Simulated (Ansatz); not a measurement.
**MgTe: response to strain**

Consider MgTe in the wurtzite structure (space group P6_3mc, No. 186; a = 4.561 Å, c = 7.412 Å).

Strains are applied to the cell and any free atomic positions relax.

Calculations: PBEsol (Ansatz, a program for electronic structure, PAW, without spin-orbit coupling).

Notes on the quantities. energy relative to the base: free energy F.

```json
[
 {"isotropic strain (%)": "-3", "energy relative to the base (meV/atom)": "33.4"},
 {"isotropic strain (%)": "-2.4", "energy relative to the base (meV/atom)": "20.9"},
 {"isotropic strain (%)": "-1.8", "energy relative to the base (meV/atom)": "?"},
 {"isotropic strain (%)": "-1.2", "energy relative to the base (meV/atom)": "5.0"},
 {"isotropic strain (%)": "-0.6", "energy relative to the base (meV/atom)": "1.2"},
 {"isotropic strain (%)": "0", "energy relative to the base (meV/atom)": "0.0"}
]
```

Fit ΔE = Aε² + Bε³ (ε in %) to the rows shown and predict the withheld row.

Least squares on the printed values gives A = 3.30 and B = -0.14 meV/atom (largest residual 0.0 meV/atom); this predicts 11.5 meV/atom, and the run gives 11.5 meV/atom, in agreement.

Whether these cells are dynamically stable was not tested.
